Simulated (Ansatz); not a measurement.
**What biaxial strain +1.00 %, plane normal [001], relaxed out of plane does to AlN**

The reference is AlN in the zinc blende structure (space group F-43m, No. 216; a = 4.342 Å). Axes: x, y, z lie along the cube axes.

One thing is altered: biaxial strain +1.00 %, plane normal [001], relaxed out of plane (Cartesian); in-plane vectors clamped, the third vector and the atoms free.

Method: LDA (Ansatz, a quantum-chemistry and plane-wave program), no spin-orbit coupling. k-mesh 13×13×13 (Γ-centred); smearing 0.05 eV (Fermi–Dirac).

- Volume per atom = 10.32 Å³ (base 10.23 Å³)
- Shortest interatomic distance = 1.886 Å (base 1.880 Å)
- Energy relative to the base (free energy F) = +1.7 meV/atom
- Pressure (mean of the normal stresses, compression positive) = -1.80 GPa (base 0.00 GPa)
- Band gap = 3.13 eV (base 3.25 eV)
- Gap character = indirect, Γ → M
- Electron mass = 0.50 mₑ along k, 0.33 mₑ across (at X) (base 0.52 mₑ along k, 0.32 mₑ across (at X))
- Hole mass = 0.33 mₑ out of plane, 1.4 mₑ in plane (at Γ)
- Valence-band top at Γ (three highest levels, from the VBM) = 0.00, -0.09, -0.09 eV
- Valley order (the lowest conduction-band minima on the path, energy above the VBM, named in the base's zone) = X along [001] 3.13 eV; X along [100] 3.23 eV; Γ 4.25 eV (base X along ⟨100⟩ 3.25 eV; Γ 4.39 eV)
- Out-of-plane strain = -1.13 %
- Ratio −ε⊥/ε∥ = 1.13
- Mean in-plane stress (compression positive) = -2.7 GPa

Cost of the whole job for the changed cell (relaxation, final SCF and bands): very roughly 25 core-seconds.

Masses are band curvatures over ±0.01 Å⁻¹ around the edge. Along k means along the line from Γ to the band edge. Whether these cells are dynamically stable was not tested. This is not the structure that AlN has at room temperature and ambient pressure. k-point labels follow each cell's own Brillouin zone.
